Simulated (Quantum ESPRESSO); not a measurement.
**Short convergence ladders for Ge2Mo (I4mm, 3 atoms in the cell)**

```xyz
3
Lattice="-1.6684 1.6684 4.1137 1.6684 -1.6684 4.1137 1.6684 1.6684 -4.1137" Properties=species:S:1:pos:R:3 pbc="T T T"
Ge     0.0000     0.0000     5.4938
Ge     0.0000     0.0000     2.7835
Mo     0.0000     0.0000     0.0000
```

Base method: LDA (PZ), PSlibrary ultrasoft (LDA) pseudopotentials (plane waves; Quantum ESPRESSO 7.5).

Base settings: ecutwfc = 55 Ry; ecutrho = 330 Ry; occupations = smearing; smearing = gaussian; degauss = 0.0073499 Ry; potentials = {Ge: Ge.pz-n-rrkjus_psl.1.0.0.UPF, Mo: Mo.pz-spn-rrkjus_psl.1.0.0.UPF}; K_POINTS = automatic 5 5 5 0 0 0; conv_thr = 1e-09 Ry.

The count of work is k-points × plane waves × bands × iterations; it is no time. 

**The cutoff for other potential files**

Level: DFT, LDA (PZ), plane waves, GBRV 1.5 ultrasoft (LDA) pseudopotentials.

In this ladder: pseudopotentials = {Ge: ge_lda_v1.4.uspp.F.UPF, Mo: mo_lda_v1.uspp.F.UPF}. Moved along: ecutrho.

The second cell is the first with its lattice scaled by 0.98.

The mesh stays at the base's, so the ladder's end is converged at best in this setting alone.

Only quantities that move along the ladder and can be compared are tabulated.

```csv
ecutwfc,free energy less the last step's (meV/atom),energy of the compressed cell less the first (meV/atom),pressure (GPa),largest difference of a force vector from the last step's (eV/Å),count of work / last
22 Ry,3411.44,35.98,-191.01,0.031,0.11
28 Ry,377.94,-16.15,-38.81,0.005,0.13
35 Ry,21.96,-20.38,-10.09,0.000,0.21
42 Ry,14.01,-20.41,-8.87,0.000,0.28
50 Ry,7.14,-20.41,-8.88,0.000,0.35
60 Ry,5.62,-20.40,-8.70,0.000,0.47
75 Ry,4.07,-20.41,-8.70,0.000,0.65
100 Ry,0.00,-20.40,-8.87,0.000,1.0
```

Coarsest ecutwfc that holds the forces within 0.01 eV/Å of the last step, with all finer ones: 28 Ry, at 0.13 of the last step's count of work; the step before is off by 0.031 eV/Å.

Coarsest ecutwfc that holds the pressure within 1 GPa of the last step, with all finer ones: 42 Ry, at 0.28 of the last step's count of work; the step before is off by 1.2 GPa.

Coarsest ecutwfc that holds the energy of the compressed cell less the first within 2 meV/atom of the last step, with all finer ones: 35 Ry, at 0.21 of the last step's count of work; the step before is off by 4.2 meV/atom.

At the lowest cutoff the pressure lies 182 GPa under the last step's, the usual sign of Pulay stress in an incomplete plane-wave basis.

**The density cutoff**

The mesh stays at the base's, so the ladder's end is converged at best in this setting alone.

Only quantities that move along the ladder and can be compared are tabulated.

```csv
ecutrho,free energy less the last step's (meV/atom),pressure (GPa),largest difference of a force vector from the last step's (eV/Å)
110 Ry,-2.69,-7.87,0.015
165 Ry,-0.37,-8.13,0.001
220 Ry,-0.05,-8.15,0.000
275 Ry,0.01,-8.15,0.000
330 Ry,0.00,-8.15,0.000
440 Ry,0.00,-8.15,0.000
550 Ry,0.00,-8.15,0.000
660 Ry,0.00,-8.15,0.000
880 Ry,0.00,-8.15,0.000
```

Coarsest ecutrho that holds the pressure within 0.1 GPa of the last step, with all finer ones: 165 Ry; the step before is off by 0.28 GPa.

Coarsest ecutrho that holds the free energy within 1 meV/atom of the last step, with all finer ones: 165 Ry; the step before is off by 2.7 meV/atom.

Coarsest ecutrho that holds the forces within 0.005 eV/Å of the last step, with all finer ones: 165 Ry; the step before is off by 0.015 eV/Å.

On the base run: the starting cell comes from a database of computed structures (which also holds hypothetical and non-ambient phases and stackings), without a prior relaxation at this level. Its lattice was rescaled by up to half a per cent. One atom was moved a little off its site on purpose. Spin polarisation is off. In the base run, with a pressure of about -8 GPa the cell is away from its equilibrium volume at this level. Without a gap this mesh is coarse (it stands for a supercell whose shortest vector is 17 Å).
